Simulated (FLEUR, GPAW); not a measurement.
A FLEUR input for a self-consistent single point of TaAs (I4_1md, 4 atoms in the cell) (DFT, PBE, all-electron FLAPW (FLEUR), scalar-relativistic valence):

Input of the input generator:

```
TaAs crystal
&input film=f /
-3.2950814284 3.2950814284 11.2296275757
3.2950814284 -3.2950814284 11.2296275757
3.2950814284 3.2950814284 -11.2296275757
1.0
1.0 1.0 1.0

4
73 0.4999700000 0.9999700000 0.5000000000
73 0.7499700000 0.7499700000 0.0000000000
33 0.0826300000 0.5826300000 0.5000000000
33 0.3326300000 0.3326300000 0.0000000000

&comp jspins=1 /
&kpt div1=8 div2=8 div3=8 gamma=t /
&end /
```

```xml
<?xml version="1.0" encoding="UTF-8" standalone="no"?>
<fleurInput fleurInputVersion="0.39">
   <comment>
      TaAs crystal                                                                                        
   </comment>
   <calculationSetup>
      <cutoffs Kmax="4.3" Gmax="12.9" GmaxXC="12.9" numbands="0"/>
      <scfLoop itmax="100" minDistance="0.00001" maxIterBroyd="15" imix="Anderson" alpha="0.05" precondParam="0.0" spinf="2.0"/>
      <coreElectrons ctail="T" frcor="F" kcrel="0" coretail_lmax="0"/>
      <xcFunctional name="pbe" relativisticCorrections="F"/>
      <magnetism jspins="1"/>
      <soc l_soc="F" theta="0.0" phi="0.0" spav="F"/>
      <expertModes spex="0" secvar="F"/>
      <geometryOptimization l_f="T" forcealpha="1.0" forcemix="BFGS" epsdisp="0.00001" epsforce="0.00001"/>
      <ldaU l_linMix="F" mixParam="0.05" spinf="1.0"/>
   </calculationSetup>
   <cell>
      <bzIntegration valenceElectrons="84.0" mode="hist" fermiSmearingEnergy="0.00499791">
         <kPointListSelection listName="default-1"/>
         <!-- k-points included here -->
         <xi:include xmlns:xi="http://www.w3.org/2001/XInclude" href="kpts.xml"> </xi:include>
      </bzIntegration>
      <!-- symmetry operations included here -->
      <xi:include xmlns:xi="http://www.w3.org/2001/XInclude" href="sym.xml"> </xi:include>
      <bulkLattice scale="1.0">
         <bravaisMatrix>
            <row-1>   -3.2950814284000001     3.2950814284000001    11.2296275757000004</row-1>
            <row-2>    3.2950814284000001    -3.2950814284000001    11.2296275757000004</row-2>
            <row-3>    3.2950814284000001     3.2950814284000001   -11.2296275757000004</row-3>
         </bravaisMatrix>
      </bulkLattice>
   </cell>
   <atomSpecies>
      <species name="Tantalum (Ta)" element="Ta" atomicNumber="73">
         <mtSphere radius="2.34" gridPoints="807" logIncrement="0.016"/>
         <atomicCutoffs lmax="10" lnonsphr="8"/>
         <electronConfig flipSpins="F">
            <coreConfig>(1s1/2) (2s1/2) (2p1/2) (2p3/2) (3s1/2) (3p1/2) (3p3/2) (4s1/2) (3d3/2) (3d5/2) (4p1/2) (4p3/2) (4d3/2) (4d5/2)</coreConfig>
            <valenceConfig>(5s1/2) (5p1/2) (5p3/2) (6s1/2) (4f5/2) (4f7/2) (5d3/2) (5d5/2)</valenceConfig>
            <stateOccupation state="(5d3/2)" spinUp="0.6" spinDown="0.6"/>
            <stateOccupation state="(5d5/2)" spinUp="0.9" spinDown="0.9"/>
         </electronConfig>
         <energyParameters s="6" p="6" d="5" f="5"/>
         <lo type="SCLO" l="0" n="5" eDeriv="0"/>
         <lo type="SCLO" l="1" n="5" eDeriv="0"/>
         <lo type="SCLO" l="3" n="4" eDeriv="0"/>
      </species>
      <species name="Arsenic (As)" element="As" atomicNumber="33">
         <mtSphere radius="2.34" gridPoints="807" logIncrement="0.015"/>
         <atomicCutoffs lmax="10" lnonsphr="8"/>
         <electronConfig flipSpins="F">
            <coreConfig>(1s1/2) (2s1/2) (2p1/2) (2p3/2) (3s1/2) (3p1/2) (3p3/2)</coreConfig>
            <valenceConfig>(4s1/2) (3d3/2) (3d5/2) (4p1/2) (4p3/2)</valenceConfig>
            <stateOccupation state="(4p1/2)" spinUp="0.5" spinDown="0.5"/>
            <stateOccupation state="(4p3/2)" spinUp="1.0" spinDown="1.0"/>
         </electronConfig>
         <energyParameters s="4" p="4" d="3" f="4"/>
         <lo type="HELO" l="2" n="4" eDeriv="0"/>
      </species>
   </atomSpecies>
   <atomGroups>
      <atomGroup species="Tantalum (Ta)">
         <relPos label="                   1">.4999700000 -.0000300000 1.000/2.000</relPos>
         <relPos label="                   2">-.2500300000 -.2500300000 .0000000000</relPos>
         <force calculate="T" relaxXYZ="TTT"/>
      </atomGroup>
      <atomGroup species="Arsenic (As)">
         <relPos label="                   3">.0826300000 -.4173700000 1.000/2.000</relPos>
         <relPos label="                   4">.3326300000 .3326300000 .0000000000</relPos>
         <force calculate="T" relaxXYZ="TTT"/>
      </atomGroup>
   </atomGroups>
   <output dos="F" band="F" slice="F">
      <checks vchk="F" cdinf="F"/>
      <bandDOS minEnergy="-.5*Htr" maxEnergy="0.5*Htr" sigma="0.015" storeEVData="T"/>
      <vacuumDOS vacdos="F" integ="F" star="F" nstars="0" locx1="0.0" locy1="0.0" locx2="0.0" locy2="0.0" nstm="0" tworkf="0.0"/>
      <unfoldingBand unfoldBand="F" supercellX="1" supercellY="1" supercellZ="1"/>
      <plotting iplot="0" polar="F">
         <plot TwoD="T" vec1="  1.0  0.0  0.0" vec2="  0.0  1.0  0.0" vec3="  0.0  0.0  1.0" zero="  0.0  0.0  0.0" file="plot"/>
      </plotting>
      <chargeDensitySlicing numkpt="0" minEigenval="0.0" maxEigenval="0.0" nnne="0" pallst="F"/>
      <specialOutput eonly="F"/>
      <magneticCircularDichroism mcd="F" energyLo="-10.0" energyUp="0.0"/>
   </output>
  <!-- We include the file relax.xml here to enable relaxations (see documentation) -->
  <xi:include xmlns:xi="http://www.w3.org/2001/XInclude" href="relax.xml"> <xi:fallback/> </xi:include>
</fleurInput>
```

### Question
Translate this input to GPAW.

### Answer
This is the input that was run; spellings and numerical settings could be chosen otherwise.

```python
from ase import Atoms
from ase.units import GPa
from gpaw import GPAW, PW, FermiDirac

atoms = Atoms(['Ta', 'Ta', 'As', 'As'],
              cell=[[-1.743682, 1.743682, 5.942463],
                    [1.743682, -1.743682, 5.942463],
                    [1.743682, 1.743682, -5.942463]],
              positions=[[1.743682, 0.000000, 5.942106],
                         [0.000000, -0.000000, 8.913338],
                         [1.743682, 0.000000, 0.982051],
                         [-0.000000, 0.000000, 3.953283]],
              pbc=True)

calc = GPAW(mode=PW(600),
            xc='PBE',
            kpts={'size': (8, 8, 8), 'gamma': True},
            occupations=FermiDirac(0.136),
            nbands=-8,
            convergence={'forces': 0.001},
            symmetry={'symmorphic': False, 'tolerance': 0.0005},
            maxiter=120,
            txt='-')

atoms.calc = calc

energy = atoms.get_potential_energy()
print('Energy (eV):', round(energy, 6))
forces = atoms.get_forces()
print('Forces (eV/Ang):')
print(forces.round(5))
stress = atoms.get_stress()
print('Stress (GPa, Voigt):', (stress / GPa).round(4))
```

Basis, cutoffs, solver keys and any potentials are the target program's own. This input uses DFT PBE, plane waves, GPAW PAW datasets PBE (gpaw-data 1.0.1).

The starting cell comes from a database of computed structures (which also holds hypothetical and non-ambient phases and stackings), without a prior relaxation at this level. Its lattice was rescaled by a random factor within 2.5 % of one.
